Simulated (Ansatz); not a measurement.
**Point defect N on the Si site + Si vacancy in silicon**

The numbers are results of PBE, PAW (plane waves to 420 eV; Ansatz, a first-principles code), not measurements. A 2×2×2 supercell of 64 sites was used; the energies come from a 2×2×2 shifted sampling of its zone. Sites at the start: the Si site; Si 2.37 Å away. Energies of charged states are corrected for periodic images (point charge plus alignment at distant sites). Dielectric constants: PBE linear response of the host. Host gap at this level: 0.61 eV. A cell of this size leaves errors of a few tenths of an eV. The semilocal functional narrows the gap, so deep levels can fall outside it. Spin–orbit coupling is left out. Each state is the lowest found from its start.

Formation energies E_f are given with the Fermi level at the valence-band maximum. Chemical conditions: impurity bounded by its compound with the host (Δμ(Si) = 0.00 eV, Δμ(N) = -1.86 eV, bounded by beta Si3N4; only phases computed here count, gases as isolated molecules at 0 K). Reference phases: N: N2 molecule in a box, Si: silicon.

```csv
charge,moment (μB),point group,largest move off a lattice site (Å),image correction with alignment (eV),"E_f, impurity bounded by its compound with the host (eV)",above the lowest spin state (eV)
+1†,not spin-polarised,–,0.59,-0.20,–,0.00
0†,fractional,–,0.58,0.00,5.07,0.00
0†,fractional,–,0.58,0.00,5.07,0.00
−1†,fractional,–,0.57,0.39,–,0.00
−1,not spin-polarised,Cs,0.57,0.39,5.50,0.00
```

† Not settled in this cell, so no level is given: charge +1: level within 0.1 eV of a band edge or past it; charge 0: fractional moment, a level filled in part, carriers not clearly localised; charge −1: fractional moment.

Point groups are those of the whole cell at tolerances of 0.03 and 0.1 Å ("near" where only the looser one holds); none is given for unsettled states.

Starting moments that weren't kept: charge 0 began with 1 μB and ended with 0.5; charge 0 began with 3 μB and ended with 0.5; charge −1 began with 2 μB and ended with 0.5.

All states together cost roughly 120 core-minutes.
